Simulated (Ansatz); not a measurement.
## What tensor shear ε_xy = +0.57 % does to PbF2

Consider PbF₂ in the fluorite structure (space group Fm-3m, No. 225; a = 5.899 Å). Axes: x, y, z lie along the cube axes.

Now apply this change: a pure shear with ε_xy = ε_yx = 0.0057, atoms relaxed at fixed cell.

The values are results of PBEsol (Ansatz, a program for electronic structure, PAW, without spin-orbit coupling), not measurements. k-mesh 10×10×10 (Γ-centred); smearing 0.05 eV (Fermi–Dirac).

```csv
quantity,base,changed,shift
volume per atom,17.10 Å³,17.10 Å³,0.00 Å³
space group,Fm-3m (No. 225),Immm (No. 71),–
shortest interatomic distance,2.554 Å,2.549 Å,-0.0055 Å
energy relative to the base (free energy F),0 meV/atom,+0.2 meV/atom,+0.2 meV/atom
"pressure (mean of the normal stresses, compression positive)",-0.01 GPa,-0.01 GPa,0.00 GPa
band gap,4.31 eV,4.31 eV,0.00 eV
gap character,–,"indirect, W → T",–
smallest direct gap,4.46 eV,4.46 eV,0.00 eV
"stress (xx, yy, zz, yz, xz, xy; compression positive)",–,"(-0.01, -0.01, 0.00, 0.00, 0.00, -0.25) GPa",–
```

Final structure:

```xyz
3
Lattice="0.0168 2.9493 2.9493 2.9493 0.0168 2.9493 2.9661 2.9661 0.0000" Properties=species:S:1:pos:R:3 pbc="T T T"
Pb     0.0000     0.0000     0.0000
F      1.4831     1.4831     1.4675
F      4.4492     4.4492     4.4312
```

Cost of the whole job for the changed cell (relaxation, final SCF and bands): about 30 core-seconds (a rough figure).

Spin-orbit coupling, missing from the scalar runs, can matter with Pb. The cells carry an imposed strain or load. Stability against distortions was not tested. k-point labels follow each cell's own Brillouin zone.
